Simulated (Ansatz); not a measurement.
Base system: ZnBr2 in the fluorite structure (space group Fm-3m, No. 225; a = 6.762 Å; a hypothetical phase, not in the database extracts checked; relaxed with 0.1 eV smearing). Axes: x, y, z lie along the cube axes.

Computed with Ansatz (a quantum-chemistry and plane-wave program) PBE, no spin-orbit coupling.

One thing is altered: an isotropic linear strain of −1.16 %; the atoms relax in the strained cell.

Question: Predict the stress tensor and what it implies for the stiffness.

Answer: Stress of the strained cell less that of the base (GPa, compression positive):
```
    1.6     0.0     0.0
    0.0     1.6     0.0
    0.0     0.0     1.6
```

Then B = −ΔP/(ΔV/V₀) with ΔV/V₀ = -0.0344 gives secant stiffness values (nonlinear terms included at this strain): B ≈ 45 GPa.

As a check, the harmonic strain energy −½ V₀ Δσ:ε is 4.3 meV/atom; the computed energy rise is 4.1 meV/atom.

No phonon test of stability was made. All final runs are without spin polarisation.
